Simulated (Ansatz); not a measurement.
Consider the following.

```yaml
crystal:
  lattice:
    - [0.00000, 2.96019, 2.96019]
    - [2.96019, 0.00000, 2.96019]
    - [2.96019, 2.96019, 0.00000]
  atoms:
    - { symbol: Ga, position: [0.75000, 0.75000, 0.75000] }
    - { symbol: Ga, position: [0.25000, 0.25000, 0.25000] }
    - { symbol: Pt, position: [0.00000, 0.00000, 0.00000] }
```

Level of theory: PBEsol, DFPT electron-phonon coupling, linearised Boltzmann equation (plane waves, PAW, scalar-relativistic; Ansatz, an electronic-structure program). Geometry: relaxed with this functional, without spin-orbit coupling.

Q: Estimate the phonon-limited resistivity at 300 K, by direction if it differs.

A: 11.4 μΩ·cm.

Q: And the electrons' mean free path at that temperature?

A: 7.7 nm, weighted by the current that each state carries. Wires not much wider than this gain resistivity from their walls.

A metal at this level (no band gap). Only scattering by harmonic phonons is included (no impurities, grain boundaries, electron-electron scattering or thermal expansion). Spin-orbit coupling is left out, which matters with elements this heavy. The squared frequency of the phonon mode least converged on the k mesh is uncertain by about 13 %. Halving the electron mesh (24x24x24) moves the resistivity by up to 6 % at 300 K, the mean free path by up to 2 %. Smearing 0.20 eV; phonons on a 4x4x4 q mesh, which this run doesn't test.

Formula and space group known from diffraction (Crystallography Open Database), not checked to be the room-temperature form: PtGa2 (Fm-3m).
